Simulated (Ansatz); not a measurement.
Here is the system:

End structure of the (11-22) surface of hcp Sc in its 1x1 cell, outermost plane spacing 1.40 Å in the ideal cut:

```yaml
crystal:
  lattice:
    - [5.75014, 0.00000, 0.00000]
    - [0.00000, 6.14017, 0.00000]
    - [0.00000, 0.00000, 26.00000]
  atoms:
    - { symbol: Sc, position: [0.34274, 0.84196, 0.31840] }
    - { symbol: Sc, position: [0.15726, 0.34196, 0.31840] }
    - { symbol: Sc, position: [0.84436, 0.96623, 0.36777] }
    - { symbol: Sc, position: [0.65564, 0.46623, 0.36777] }
    - { symbol: Sc, position: [0.33123, 0.11575, 0.41924] }
    - { symbol: Sc, position: [0.16877, 0.61575, 0.41924] }
    - { symbol: Sc, position: [0.83398, 0.26069, 0.47276] }
    - { symbol: Sc, position: [0.66602, 0.76069, 0.47276] }
    - { symbol: Sc, position: [0.33398, 0.40864, 0.52724] }
    - { symbol: Sc, position: [0.16602, 0.90864, 0.52724] }
    - { symbol: Sc, position: [0.83123, 0.55357, 0.58076] }
    - { symbol: Sc, position: [0.66877, 0.05357, 0.58076] }
    - { symbol: Sc, position: [0.34436, 0.70310, 0.63223] }
    - { symbol: Sc, position: [0.15564, 0.20310, 0.63223] }
    - { symbol: Sc, position: [0.84274, 0.82737, 0.68160] }
    - { symbol: Sc, position: [0.65726, 0.32737, 0.68160] }
```

Slab: 16 atoms, 9.8 Å thick at the start (thin: gaps and levels are the slab's own); k 7x6x1, smearing 0.1 eV, dipole-corrected; all atoms relaxed; held to the start's symmetry, so lower structures may exist; no spin, no spin-orbit, no U.

Task: What work function of the top face does PBE (Ansatz, an electronic-structure program) give?

Result: 3.18 eV

Task: What surface energy (mean of both faces) does PBE give?

Result: 1.34 J/m²
